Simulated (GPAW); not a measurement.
Band structure of CoSn (P6/mmm, 6 atoms in the cell).

```
CoSn
1.0
    5.24761     0.00000     0.00000
   -2.62381     4.54457     0.00000
    0.00000     0.00000     4.18885
Co Sn
3 3
Cartesian
 -1.31190   2.27228   0.00000
  2.62381   0.00000   0.00000
  1.31190   2.27228   0.00000
  2.62381   1.51485   2.09442
  0.00000   3.02971   2.09442
  0.00000   0.00000   0.00000
```

Computed with PBE, GPAW PAW datasets PBE (gpaw-data 1.0.1) (plane waves; GPAW 25.7.0).

Settings: mode = pw; ecut = 850 eV; xc = PBE; kpts = 6 6 7; mesh shift (steps) = 0 0 0; occupations.name = fermi-dirac; occupations.width = 0.1 eV; nbands = -10; convergence.density = 1e-05 e/electron; symmetry.symmorphic = false; symmetry.tolerance = 0.0005; maxiter = 120; bandpath_npoints = 40.

The starting cell comes from a database of computed structures (which also holds hypothetical and non-ambient phases and stackings), without a prior relaxation at this level. Its lattice was rescaled by a random factor within 2.5 % of one. Spin polarisation is off.

Levels in eV from the Fermi level, bands 32 to 38:
| point | 32 | 33 | 34 | 35 | 36 | 37 | 38 |
|---|---|---|---|---|---|---|---|
| Γ | -0.54 | -0.48 | -0.48 | 0.44 | 0.59 | 1.34 | 1.34 |
| M | -0.52 | -0.50 | 0.66 | 0.95 | 1.67 | 1.75 | 2.53 |
| K | -0.67 | -0.28 | 1.06 | 1.31 | 1.31 | 1.79 | 1.79 |
| A | -0.60 | -0.57 | -0.57 | -0.50 | -0.50 | -0.22 | 0.44 |
| L | -0.78 | -0.58 | -0.52 | -0.50 | -0.22 | 0.38 | 1.20 |
| H | -0.87 | -0.70 | -0.70 | -0.57 | -0.22 | 1.23 | 3.41 |

Bands cross the Fermi level along this path, so the cell is metallic at this level.
